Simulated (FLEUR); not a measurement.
FLEUR run on AlGa3N4 (P-43m, 8 atoms in the cell): self-consistent single point

Level of theory: PBEsol, all-electron FLAPW (FLEUR), scalar-relativistic valence.

Input:

Input of the input generator:

```
AlGa3N4
&input film=f /
1.0000000000 0.0000000000 0.0000000000
0.0000000000 1.0000000000 0.0000000000
0.0000000000 0.0000000000 1.0000000000
8.4502694142
1.0 1.0 1.0

8
13 0.0000000000 0.0000000000 0.0000000000
31 0.5000000000 0.5000000000 0.0000000000
31 0.0000000000 0.5000000000 0.5000000000
31 0.5000000000 0.0000000000 0.5000000000
7 0.7557100000 0.7557100000 0.2442900000
7 0.7557100000 0.2442900000 0.7557100000
7 0.2442900000 0.2442900000 0.2442900000
7 0.2442900000 0.7557100000 0.7557100000

&comp jspins=1 /
&exco xctyp='PBEs' /
&kpt div1=6 div2=6 div3=6 gamma=t /
&end /
```

```xml
<?xml version="1.0" encoding="UTF-8" standalone="no"?>
<fleurInput fleurInputVersion="0.39">
   <comment>
      AlGa3N4                                                                                             
   </comment>
   <calculationSetup>
      <cutoffs Kmax="4.6" Gmax="13.8" GmaxXC="13.8" numbands="0"/>
      <scfLoop itmax="80" minDistance="0.00001" maxIterBroyd="15" imix="Anderson" alpha="0.05" precondParam="0.0" spinf="2.0"/>
      <coreElectrons ctail="T" frcor="F" kcrel="0" coretail_lmax="0"/>
      <xcFunctional name="PBEs" relativisticCorrections="F"/>
      <magnetism jspins="1"/>
      <soc l_soc="F" theta="0.0" phi="0.0" spav="F"/>
      <expertModes spex="0" secvar="F"/>
      <geometryOptimization l_f="T" forcealpha="1.0" forcemix="BFGS" epsdisp="0.00001" epsforce="0.00001"/>
      <ldaU l_linMix="F" mixParam="0.05" spinf="1.0"/>
   </calculationSetup>
   <cell>
      <bzIntegration valenceElectrons="62.0" mode="hist" fermiSmearingEnergy="0.0001">
         <kPointListSelection listName="default-1"/>
         <!-- k-points included here -->
         <xi:include xmlns:xi="http://www.w3.org/2001/XInclude" href="kpts.xml"> </xi:include>
      </bzIntegration>
      <!-- symmetry operations included here -->
      <xi:include xmlns:xi="http://www.w3.org/2001/XInclude" href="sym.xml"> </xi:include>
      <bulkLattice scale="1.0">
         <bravaisMatrix>
            <row-1>    8.4502694141999992     0.0000000000000000     0.0000000000000000</row-1>
            <row-2>    0.0000000000000000     8.4502694141999992     0.0000000000000000</row-2>
            <row-3>    0.0000000000000000     0.0000000000000000     8.4502694141999992</row-3>
         </bravaisMatrix>
      </bulkLattice>
   </cell>
   <atomSpecies>
      <species name="Aluminum (Al)" element="Al" atomicNumber="13">
         <mtSphere radius="1.75" gridPoints="619" logIncrement="0.018"/>
         <atomicCutoffs lmax="8" lnonsphr="6"/>
         <electronConfig flipSpins="F">
            <coreConfig>(1s1/2) (2s1/2) (2p1/2) (2p3/2)</coreConfig>
            <valenceConfig>(3s1/2) (3p1/2) (3p3/2)</valenceConfig>
            <stateOccupation state="(3p1/2)" spinUp="0.1666666666667" spinDown="0.1666666666667"/>
            <stateOccupation state="(3p3/2)" spinUp="0.3333333333333" spinDown="0.3333333333333"/>
         </electronConfig>
         <energyParameters s="3" p="3" d="3" f="4"/>
      </species>
      <species name="Gallium (Ga)" element="Ga" atomicNumber="31">
         <mtSphere radius="1.86" gridPoints="655" logIncrement="0.019"/>
         <atomicCutoffs lmax="8" lnonsphr="6"/>
         <electronConfig flipSpins="F">
            <coreConfig>(1s1/2) (2s1/2) (2p1/2) (2p3/2) (3s1/2) (3p1/2) (3p3/2)</coreConfig>
            <valenceConfig>(4s1/2) (3d3/2) (3d5/2) (4p1/2) (4p3/2)</valenceConfig>
            <stateOccupation state="(4p1/2)" spinUp="0.1666666666667" spinDown="0.1666666666667"/>
            <stateOccupation state="(4p3/2)" spinUp="0.3333333333333" spinDown="0.3333333333333"/>
         </electronConfig>
         <energyParameters s="4" p="4" d="3" f="4"/>
         <lo type="HELO" l="2" n="4" eDeriv="0"/>
      </species>
      <species name="Nitrogen (N)" element="N" atomicNumber="7">
         <mtSphere radius="1.52" gridPoints="537" logIncrement="0.02"/>
         <atomicCutoffs lmax="6" lnonsphr="4"/>
         <electronConfig flipSpins="F">
            <coreConfig>(1s1/2)</coreConfig>
            <valenceConfig>(2s1/2) (2p1/2) (2p3/2)</valenceConfig>
            <stateOccupation state="(2p1/2)" spinUp="0.5" spinDown="0.5"/>
            <stateOccupation state="(2p3/2)" spinUp="1.0" spinDown="1.0"/>
         </electronConfig>
         <energyParameters s="2" p="2" d="3" f="4"/>
      </species>
   </atomSpecies>
   <atomGroups>
      <atomGroup species="Aluminum (Al)">
         <relPos label="                   1">.0000000000 .0000000000 .0000000000</relPos>
         <force calculate="T" relaxXYZ="TTT"/>
      </atomGroup>
      <atomGroup species="Gallium (Ga)">
         <relPos label="                   2">1.000/2.000 1.000/2.000 .0000000000</relPos>
         <relPos label="                   3">.0000000000 1.000/2.000 1.000/2.000</relPos>
         <relPos label="                   4">1.000/2.000 .0000000000 1.000/2.000</relPos>
         <force calculate="T" relaxXYZ="TTT"/>
      </atomGroup>
      <atomGroup species="Nitrogen (N)">
         <relPos label="                   5">-.2442900000 -.2442900000 .2442900000</relPos>
         <relPos label="                   6">-.2442900000 .2442900000 -.2442900000</relPos>
         <relPos label="                   7">.2442900000 .2442900000 .2442900000</relPos>
         <relPos label="                   8">.2442900000 -.2442900000 -.2442900000</relPos>
         <force calculate="T" relaxXYZ="TTT"/>
      </atomGroup>
   </atomGroups>
   <output dos="F" band="F" slice="F">
      <checks vchk="F" cdinf="F"/>
      <bandDOS minEnergy="-.5*Htr" maxEnergy="0.5*Htr" sigma="0.015" storeEVData="T"/>
      <vacuumDOS vacdos="F" integ="F" star="F" nstars="0" locx1="0.0" locy1="0.0" locx2="0.0" locy2="0.0" nstm="0" tworkf="0.0"/>
      <unfoldingBand unfoldBand="F" supercellX="1" supercellY="1" supercellZ="1"/>
      <plotting iplot="0" polar="F">
         <plot TwoD="T" vec1="  1.0  0.0  0.0" vec2="  0.0  1.0  0.0" vec3="  0.0  0.0  1.0" zero="  0.0  0.0  0.0" file="plot"/>
      </plotting>
      <chargeDensitySlicing numkpt="0" minEigenval="0.0" maxEigenval="0.0" nnne="0" pallst="F"/>
      <specialOutput eonly="F"/>
      <magneticCircularDichroism mcd="F" energyLo="-10.0" energyUp="0.0"/>
   </output>
  <!-- We include the file relax.xml here to enable relaxations (see documentation) -->
  <xi:include xmlns:xi="http://www.w3.org/2001/XInclude" href="relax.xml"> <xi:fallback/> </xi:include>
</fleurInput>
```

Output, abridged:

```
      Welcome to FLEUR        (www.flapw.de)
      MaX-Release 8.1          (www.max-centre.eu)

 ========== k-point set info ==========
 Selected k-point list: default-1
 k-point list type: mesh
 6 x 6 x 6
 Number of k points: 20

 ------------Calculation Setup---------------------------
           1           2           4           5          10          20
 Number of basis functions:         1061
 Iteration:     1   Distance:      24.49942032 me/bohr^3
 Iteration:     2   Distance:      21.10614722 me/bohr^3
 Iteration:     3   Distance:       8.26595743 me/bohr^3
 Iteration:     4   Distance:       4.46800094 me/bohr^3
 Iteration:     5   Distance:       3.17010473 me/bohr^3
 Iteration:     6   Distance:       0.36306552 me/bohr^3
   [... 7 lines left out ...]
 Iteration:    14   Distance:       0.00009987 me/bohr^3
 Iteration:    15   Distance:       0.00005643 me/bohr^3
 Iteration:    16   Distance:       0.00005248 me/bohr^3
 Iteration:    17   Distance:       0.00003353 me/bohr^3
 Iteration:    18   Distance:       0.00000803 me/bohr^3
 Reset of history

 Run finished successfully
 Stop message:
   Structural relaxation: new displacements generated

[file out, last iteration]
             iter=     19
          p o t e n t i a l   g e n e r a t o r
[...]
          integral of pseudo charge density inside the slab=        0.000000   0.000000
     coulomb potential in the interstitial region:
          density-coulomb potential integrals
          total density-coulomb potenti    -9622.6907959815
          density-effective potential integrals for spin  1
          total density-effective poten   -9.9733684577E+03
          charge density-energy density integrals
          total charge density-energy d   -2.6773589232E+02
 Updated energy parameters for spin:           1
  Atom    1 3s branch from -3.40 to  3.10 htr. ; e_l = -0.0910
  Atom    1 3p branch from -1.97 to  3.46 htr. ; e_l =  0.0399
  Atom    1 3d branch from -9.99 to  3.24 htr. ; e_l =  0.2023
  Atom    1 4f branch from -9.99 to  6.37 htr. ; e_l =  0.3645
  Atom    2 4s branch from -4.93 to  2.38 htr. ; e_l = -0.1062
  Atom    2 4p branch from -3.11 to  3.19 htr. ; e_l =  0.0499
  Atom    2 3d branch from -9.99 to -0.10 htr. ; e_l = -0.2193
  Atom    2 4f branch from -9.99 to  4.89 htr. ; e_l =  0.3792
  Atom    2-4d branch from  3.17 to  3.17 htr. ; e_l(l  3.1688
  Atom    3 2s branch from-13.46 to  1.10 htr. ; e_l = -0.2959
  Atom    3 2p branch from -9.99 to  1.31 htr. ; e_l =  0.0239
  Atom    3 3d branch from -9.99 to  5.28 htr. ; e_l =  0.2735
  Atom    3 4f branch from -9.99 to  9.07 htr. ; e_l =  0.4338
[...]
 fermi energy and band-weighting factors:
at   0.00000   0.00000   0.00000   k-weight:    0.004630
   48 eigenvalues :
   -0.317206   -0.271052   -0.271052   -0.271052   -0.225711   -0.224899   -0.224899   -0.224899
   -0.221977   -0.221977   -0.217065   -0.217065   -0.217065   -0.215645   -0.215645   -0.213389
   -0.161976   -0.161976   -0.161976    0.035447    0.035447    0.063867    0.167636    0.167636
    0.167636    0.167720    0.167720    0.167720    0.258056    0.258056    0.258056    0.342361
    0.381592    0.381592    0.381592    0.494152    0.494152    0.567423    0.653096    0.653096
    0.653096    0.702808    0.702808    0.713178    0.786007    0.786007    0.786007    0.787598
   [... 2 blocks of this kind left out ...]

[...]
FERMIE:
          first approx. to ef    (T=0)  :   0.258056 htr   (energy of the highest occ. eigenvalue)
          number of occ. states  (T=0)  :        620
          first approx. to seigv (T=0)  :  -4.947704 htr
          sum of weights of occ. states :  31.000000
          sum of semicore charge        :   0.000000 e
FERHIS:  Fermi-Energy by histogram:
          bandgap                     :   0.084306 htr
          charge neutrality (T=0)     :   0.000000    (zero if the highest occ. eigenvalue is "entirely" occupied)
          no eigenvalues within 8 tkb of ef reverts to the t=0 k method.
          number of occ. states       :       620
          sum of the valence weights  :   31.000000
          entropy         :   0.000000 *kb htr/K =   0.00000 htr/K
          sum of val. single particle energies:        -4.9477040668 htr
 Direct bandgap for spin            1 :    8.4305611362551658E-002  Htr
 at k-point            1  with k-vector    0.0000000000000000        0.0000000000000000        0.0000000000000000
          valence density: spin= 1
[...]
     l-like charge
     atom     s        p        d        f        total
 -->  1    0.24981  0.28556  0.09349  0.00977    0.64072
 -->  2    0.41562  0.37509  9.72458  0.01300   10.53115
 -->  3    1.20930  2.50989  0.00927  0.00128    3.73011
          total charge for spin  1=   62.000000
          interst. charge =      14.845373
          mt charge=              0.640718   10.531154    3.730112
          total charge  =   62.000000
          z= 13.     r(1)=  0.258194E-04     dx= 0.018000     m.t.index= 619
               n    l     j    energy       weight
               1.   0.   0.5  -54.8672      2.0000
               2.   0.   0.5   -3.4307      2.0000
               2.   1.   0.5   -2.0330      2.0000
               2.   1.   1.5   -2.0169      4.0000
          atom type    1  (spin 1)
          kinetic energy=  0.239653358442E+03     sum of the eigenvalues= -0.128729312999E+03
          0.03819962  electrons lost from core.
   [... 2 blocks of this kind left out ...]

          total charge for spin  1=  134.000000
          interst. charge =      14.920270
          mt charge=             10.602508   28.518576    5.730374
          total charge  =  134.000000
          zc=   134.000000     qfix=    1.000000
     t o t a l  e n e r g y
          sum of eigenvalues =             -3569.7940430562
          density-coulomb potential int    -9622.6907959815
          density-effective potential i    -9973.3684576753
          charge density-ex.-corr.energ     -267.7358923182
          el.-nucl. inter. diff. m.t.        284.6302772937
          Madelung term for atom type:        -8.7108461912
          el.-nucl. inter. diff. m.t.       6992.1282088277
          Madelung term for atom type:       -63.9940977712
          el.-nucl. inter. diff. m.t.        249.7323169550
          Madelung term for atom type:       -14.0738667777
 ---->    total energy=                    -6288.7764895063 htr
 ---->    (input%tkb*entropy) TS=              0.0000000000 htr
 ---->    free energy=                     -6288.7764895063 htr
      extrapolation for T->0
 ---->    total electron energy=           -6288.7764895063 htr
 ***** TOTAL FORCES ON ATOMS *****
 TOTAL FORCE FOR ATOM TYPE=  1  X=  0.000   Y=  0.000   Z=  0.000
                       FX_TOT= 0.000000 FY_TOT= 0.000000 FZ_TOT= 0.000000
 TOTAL FORCE FOR ATOM TYPE=  2  X=  4.225   Y=  4.225   Z=  0.000
                       FX_TOT= 0.000000 FY_TOT= 0.000000 FZ_TOT= 0.000000
 TOTAL FORCE FOR ATOM TYPE=  3  X= -2.064   Y= -2.064   Z=  2.064
                       FX_TOT=-0.001731 FY_TOT=-0.001731 FZ_TOT= 0.001731
```

The run converged in 18 iterations. FLEUR gives forces in its relaxation mode, with a further iteration, so its stop message speaks of a relaxation.

The starting cell comes from a database of computed structures (which also holds hypothetical and non-ambient phases and stackings), without a prior relaxation at this level. Values depend on the basis (sphere radii, cutoffs, local orbitals), which need not be converged.

Cost on one core of a shared machine: roughly 4 min.
